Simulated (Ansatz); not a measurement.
The parent structure is HfB2 (space group P6/mmm, No. 191; a = 3.128 Å, c = 3.445 Å).

Method: PBEsol (Ansatz, a program for electronic structure, PAW, scalar-relativistic without spin-orbit coupling).

One change was made to it. Results:

The c/a ratio drops by 0.007 to 1.094; the volume per atom drops by 0.89 Å³, from 9.73 Å³ to 8.84 Å³.

Problem. Name the change that was made.
A. pressure 30 GPa
B. pressure 15 GPa
C. pressure 4.5 GPa
D. pressure 9 GPa

Solution. A, pressure 30 GPa. For comparison, the volume per atom in the other runs: pressure 4.5 GPa gives 9.57 Å³; pressure 9 GPa gives 9.42 Å³; pressure 15 GPa gives 9.24 Å³.

Load acts through the strain it causes; cell and atoms are relaxed under it. No phonon test of stability was made. No other phases were tried under pressure. All final runs are without spin polarisation.
